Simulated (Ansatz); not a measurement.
## K2S under a change: uniaxial strain ε_zz = −3.00 %

Base system: K$_{2}$S in the anti-fluorite structure (space group Fm-3m, No. 225; a = 7.3360 Å). Axes: x, y, z lie along the cube axes.

One thing is altered: the cell is compressed by 3.00 % along z with no lateral relaxation; the atoms relax in the strained cell.

Computed with Ansatz (a first-principles code), PBEsol, PAW, cutoff 420 eV, scalar-relativistic without spin-orbit coupling. Γ-centred 8×8×8 mesh, Fermi–Dirac width 0.05 eV.

The volume per atom falls by 0.99 Å³, from 32.90 Å³ to 31.91 Å³ and the shortest interatomic distance drops by 3.14 pm to 314.5 pm. The energy rises by 3.4 meV/atom and the band gap goes up by 0.05 eV (2.35 eV → 2.40 eV). The gap character is indirect, X → Γ and the electron mass stays 0.35 mₑ (at Γ). The stress (xx, yy, zz, yz, xz, xy; compression positive) amounts to (0.41, 0.41, 1.12, 0.00, 0.00, 0.00) GPa.

Effective masses come from finite differences of ±0.01 Å⁻¹. Stability against distortions was not tested. Labels are those of the standard path for the cell's own space group.
